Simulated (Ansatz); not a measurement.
YGe (model structure, started from the NiAs type, P6₃/mmc, No. 194, 4 atoms in the cell): properties by level of theory

| level (code) | equilibrium lattice constant a (Å) | c axis length (Å) | enthalpy of formation (eV/atom) |
|---|---|---|---|
| PBE (Ansatz) | 3.905 | 7.862 | -0.573 |
| PBEsol (Ansatz) | 3.831 | 7.827 | -0.593 |
| PBE-D3(BJ) (Ansatz) | 3.838 | 7.850 | -0.603 |

Ansatz's density-functional and Hartree–Fock values are scalar-relativistic unless marked +SOC, with PAW data made under PBE.

The computed numbers hold no vibrational or temperature effects.

A model structure was made by putting elements into a prototype or built by hand; it is no filed structure, need not be a known phase, and can be a saddle point held by its symmetry.

Ansatz is a first-principles code.
